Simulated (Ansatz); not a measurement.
## TiRh (space group P4/mmm, No. 123)

```
TiRh
1.0
    2.92365     0.00000     0.00000
    0.00000     2.92365     0.00000
    0.00000     0.00000     3.37743
Ti Rh
1 1
Cartesian
  1.46183   1.46183   1.68871
  0.00000   0.00000   0.00000
```

Calculations: PBEsol, PAW, 420 eV (Ansatz, an electronic-structure program; scalar-relativistic without spin-orbit coupling). k-mesh 16×16×14 (Γ-centred); smearing 0.05 eV (Fermi–Dirac).

The volume per atom is 14.43 Å³ and the density is 8.67 g/cm³. The band gap is zero and the total energy is -4407.069 eV/atom (σ→0; compares only within this code and set-up).

Stability against distortions was not tested. The final runs are not spin-polarised. An odd electron count without spin: TiRh.
